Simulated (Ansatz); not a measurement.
Start from YN in the rock salt structure (space group Fm-3m, No. 225).

```xyz
2
Lattice="0.0000 2.4281 2.4281 2.4281 0.0000 2.4281 2.4281 2.4281 0.0000" Properties=species:S:1:pos:R:3 pbc="T T T"
Y      0.0000     0.0000     0.0000
N      2.4281     2.4281     2.4281
```

Cartesian axes are those of the cell as printed.

Computed with PBEsol (Ansatz, an electronic-structure program, PAW, no spin-orbit coupling).

Base values:

- Pressure = 0.00 GPa
- Valley order = X along ⟨100⟩ 0.08 eV

One thing is altered: the cell is stretched by 1.50 % along z with no lateral relaxation, atoms relaxed at fixed cell.

**Question.** What happens to the pressure?

**Answer.** The pressure (mean of the normal stresses, compression positive) goes from zero to -2.39 GPa.

**Question.** What does the calculation give for the valley order after the change?

**Answer.** The valley order (the lowest conduction-band minima on the path, energy above the VBM, named in the base's zone) changes from X along ⟨100⟩ 0.08 eV to X along [100] 0.07 eV; X along [001] 0.11 eV.

The levels and masses belong to the bands next to the band gap. The cells carry an imposed strain or load. No phonon test of stability was made.
